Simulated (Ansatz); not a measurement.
## ZrRuP, response to strain

Consider ZrRuP (space group Pnma, No. 62; a = 6.400 Å, b = 3.852 Å, c = 7.281 Å; a cell from a computed database, its experimental status unchecked). Axes: x, y, z lie along a, b, c of the conventional cell.

Strains are applied to the cell and any free atomic positions relax; under stress the whole cell relaxes.

The values are results of Ansatz (a program for electronic structure), PBEsol, PAW, cutoff 420 eV, no SOC, not measurements.

Notes on the quantities. energy relative to the base: free energy F; pressure: mean of the normal stresses, compression positive.

```json
[
 {"change": "base", "energy relative to the base": "0 meV/atom", "volume per atom": "14.96 Å³", "pressure": "0.0 GPa", "space group": "Pnma (No. 62)"},
 {"change": "uniaxial strain ε_xx = +3.74 %", "energy relative to the base": "+22 meV/atom", "volume per atom": "15.52 Å³", "pressure": "-7.4 GPa", "space group": "Pnma (No. 62)"},
 {"change": "uniaxial strain ε_zz = −0.35 %", "energy relative to the base": "+0.2 meV/atom", "volume per atom": "14.90 Å³", "pressure": "0.8 GPa", "space group": "Pnma (No. 62)"},
 {"change": "uniaxial stress, 3 GPa tension along z", "energy relative to the base": "+1.5 meV/atom", "volume per atom": "15.02 Å³", "pressure": "–", "space group": "Pnma (No. 62)"},
 {"change": "tensor shear ε_xy = −3.38 %", "energy relative to the base": "+28 meV/atom", "volume per atom": "14.94 Å³", "pressure": "1.2 GPa", "space group": "P2_1/c (No. 14)"}
]
```

Without a gap, meshes like the base's 6×10×5 leave anisotropic stresses uncertain by several tenths of a GPa, and small strain energies with them. Beyond what the load breaks, stability against distortions was not tested. The final runs are not spin-polarised.
